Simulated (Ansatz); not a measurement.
The starting structures come from a database of crystals and need not be the phases stable at ambient conditions.

Where the default PAW files enter, the runs use the earlier of Ansatz's two default sets.

Tunnelling through a barrier is set by its complex band structure: the current falls as exp(−2κd) with the smallest κ.

Data:

```
MgTe
1.0
    4.20360     0.00000     0.00000
    0.00000     5.94479     0.00000
    2.10180     2.97240     2.10180
Mg Te
1 1
Direct
  0.00000   0.00000   0.00000
  0.00000   0.50000   0.00000
```

Space group of this cell: Fm-3m, rock salt. The cell is taken as given; by PBEsol its mean pressure is -1.0 GPa.

Transport runs along the normal of the first two printed cell vectors, the (110) plane of the conventional cell.

The gap is the functional's own, uncorrected, and κ follows it; spin-orbit coupling is left out. Mid-gap means the computed energy nearest the middle.

Q: State the band gap and the smallest decay constant κ at mid-gap according to Ansatz (a first-principles code) with PBEsol.

A: Gap 0.44 eV on a 14×14×14 mesh; κ = 0.077 1/Å, at the zone centre.
